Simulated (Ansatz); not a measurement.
Results of LDA (Ansatz, a quantum-chemistry and plane-wave program, plane waves, PAW) for Au (model structure, started from the diamond type, Fd-3m, No. 227, 2 atoms in the cell).

Numerical settings: plane-wave cutoff 520 eV, 16×16×16 k mesh, Fermi–Dirac smearing 0.05 eV, scalar-relativistic PAW data made under PBE.

Cell (relaxed at this level):

```cif
data_Au8
_chemical_formula_sum 'Au8'
_space_group_name_H-M_alt 'Fd-3m :1'
_space_group_IT_number 227
_space_group_name_Hall 'F 4d 2 3 -1d'
_cell_length_a 5.95196
_cell_length_b 5.95196
_cell_length_c 5.95196
_cell_angle_alpha 90.000
_cell_angle_beta 90.000
_cell_angle_gamma 90.000
loop_
_atom_site_label
_atom_site_type_symbol
_atom_site_symmetry_multiplicity
_atom_site_Wyckoff_symbol
_atom_site_fract_x
_atom_site_fract_y
_atom_site_fract_z
_atom_site_occupancy
Au1 Au 8 b 0.50000 0.50000 0.50000 1
```
(The calculation used a cell of 2 atoms; values per cell refer to that cell.)

Q: What does this level give for the bulk modulus B0?

A: 
- bulk modulus B0 = 80.5 GPa

The run finds no gap.

Note: the bulk modulus is −V dP/dV from two relaxed cells at ±2 % in volume; the relaxation could raise the start's symmetry but not lower it, so the cell can be a saddle point.

Spin–orbit coupling is not included; it can shift volumes and moduli of such heavy elements.

Computed values are for the static lattice.

Computing time: very roughly 70 core-seconds.

A model structure was made by putting elements into a prototype or built by hand; it is no filed structure, need not be a known phase, and can be a saddle point held by its symmetry.
